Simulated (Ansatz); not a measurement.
Take Sn in the diamond structure (space group Fd-3m, No. 227; a = 6.6562 Å; relaxed with 0.1 eV smearing) as the base. Axes: x, y, z lie along the cube axes.

Calculations: PBE, PAW, 420 eV (Ansatz, a quantum-chemistry and plane-wave program; spin-orbit coupling left out).

Base values:

- Shortest interatomic distance = 2.882 Å

One thing is altered: uniaxial strain ε_zz = −1.50 %, all other strain components held at zero; the atoms relax in the strained cell.

What does the calculation give for the energy relative to the base after the change?

The energy goes up by 1.4 meV/atom.

Predict the new stress.

The stress (xx, yy, zz, yz, xz, xy; compression positive) comes out as (0.4, 0.4, 0.8, 0.0, 0.0, 0.0) GPa.

How does this affect the shortest interatomic distance?

The shortest interatomic distance falls by 0.014 Å to 2.868 Å.

Whether these cells are dynamically stable was not tested.
